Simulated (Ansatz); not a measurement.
An Ansatz (an electronic-structure program) run: SnO with a change (pressure −2 GPa); Ansatz, PBEsol-D3(BJ), PAW, cutoff 420 eV, scalar-relativistic without spin-orbit coupling.

Input:

Ansatz 0.2 input:
```yaml
crystal:
  lattice:
    - [3.7863792216, 0, 0]
    - [0, 3.7863792216, 0]
    - [0, 0, 4.6316095951]
  atoms:
    - { symbol: Sn, position: [0.5, 0, 0.7509042009] }
    - { symbol: Sn, position: [0, 0.5, 0.2490957991] }
    - { symbol: O, position: [0.5, 0.5, 0] }
    - { symbol: O, position: [0, 0, 0] }
basis: { ecutwfc: 420, ecutrho_ratio: 4, xc_grid: 2, fft_grid_basis: typed }
kpoints: { mp_grid: { grid: [12, 12, 10] } }
hamiltonian:
  xc: pbesol
  dispersion: d3bj
  pseudopotentials: { kind: paw }
scf: { occupations: { method: fermi_dirac, width: 0.05 } }
relax: { f_tol: 0.01, max_steps: 60, cell: { stress_tol: 0.02, p_target: -2.0 } }
output: { forces: true, stress: true }
checkpoint: { write: state.ck, write_every: 1000 }
```

Output (explanatory and most iteration lines left out):

```
Relaxation: its limit of steps is 60 (relax.max_steps)
Pseudopotential: Sn, paw, valence charge 14
Pseudopotential: O, paw, valence charge 6
Crystal: 4 atoms, lattice volume = 66.402 Å³
Basis set: ecut = 420 eV, 1295 PW (Γ), exchange–correlation on 54×54×64 points (8 copies of the dense FFT grid, shifted against one another)
Bands: 24, of which v1, the nominal top of the filled ones, is band 20 counted from 1 (19 counted from 0)
Symmetry: 16 space group operations
Space group: P4/nmm (ITA 129), of the structure as read, at distance tolerance 4.0e-5 Å
k-points: 168 of 1440
Functional: x = pbesol(κ = 0.804, μ = 0.12345679012345678), c = pbesol(β = 0.046)
SCF iter   1: F=—  HF=-13022.352579 eV  |F-HF|=—  |Δ(HF+E_count)|=         —  Δρ=1.47e-2  dr2=1.20e-1  ethr=1.77e-3  ⟨swp⟩=6.1  Hψ=18593  notcnv=0
SCF iter   2: F=—  HF=-13022.323979 eV  |F-HF|=—  |Δ(HF+E_count)|=   2.86e-2  Δρ=2.58e-3  dr2=2.56e-3  ethr=3.00e-4  ⟨swp⟩=2.0  Hψ=7101  notcnv=0
SCF 1 converged in 7 iterations: F = -13022.323597 eV  dr2 = 2.35e-8
relax step   1: F+E_penalty+E_count = -13022.32359710 eV  Δ(F+E_penalty+E_count) = +0.000e0 eV  max|allowed force component| = 5.877e-4 eV/Å  Δτ_max = 0.0000 Å  P = -0.990 GPa  Ω = 66.402 Å³  (7 SCF iters, dr2 threshold 1.00e-7 eV, accepted)
[... steps on the carried basis left out ...]
relax step  11: F+E_penalty+E_count = -13022.30428367 eV  Δ(F+E_penalty+E_count) = -1.317e-4 eV  max|allowed force component| = 1.206e-4 eV/Å  Δτ_max = 0.0000 Å  P = -1.998 GPa  Ω = 68.443 Å³  stress off target by 5.29e-3 GPa  SCF on the basis re-selected at this cell (its energy is not comparable with the rows above)  (9 SCF iters)
SCF converged after 9 iterations
Free energy (F): -13022.304284 eV
Internal energy: -13022.302788 eV  (E = F + TS)
E sigma→0 (E₀):  -13022.303536 eV
Entropy (-TS):   -0.001496 eV (-0.374 meV/atom)
Fermi energy:    10.219922 eV
  E_disp       = -0.883190  (pairwise vdW)
--- Forces (eV/Å), atoms counted from 1 ---
  atom   1  Sn     0.00000000     0.00000000    -0.00012055
  atom   2  Sn     0.00000000     0.00000000     0.00012055
  atom   3  O      0.00000000     0.00000000    -0.00000000
  atom   4  O      0.00000000     0.00000000    -0.00000000
--- Stress (GPa, compression-positive) ---
       -2.000078       0.000000       0.000000
        0.000000      -2.000078       0.000000
        0.000000       0.000000      -1.994707
  P = ⅓ Tr σ = -1.9983 GPa (-19.983 kbar)
--- Relaxed structure (8 steps of the walk, 8 accepted, 3 SCFs on fresh bases) ---
  cell:  # Å, volume = 68.4428 Å³
    - [3.8028471309391922, -2.3917190266040998e-35, 0.0]
    - [-2.3917190266040998e-35, 3.8028471309391922, 0.0]
    - [0.0, 0.0, 4.732709002888513]
  atoms:
    - { symbol: Sn, position: [0.5, 6.345667753969579e-36, 0.7564548518930239] }
    - { symbol: Sn, position: [1.2914861965026157e-36, 0.5, 0.2435451481069761] }
    - { symbol: O, position: [0.5, 0.5, 3.7454009029864122e-19] }
    - { symbol: O, position: [-1.0927960124252897e-36, 6.395340299988911e-36, 3.7454009029864122e-19] }
```

Load acts through the strain it causes; cell and atoms are relaxed under it. No phonon test of stability was made. The final runs are not spin-polarised. The cell was made from SnO (space group P4/nmm, No. 129; layered, stacked along the Cartesian z axis) by this change: pressure −2 GPa.
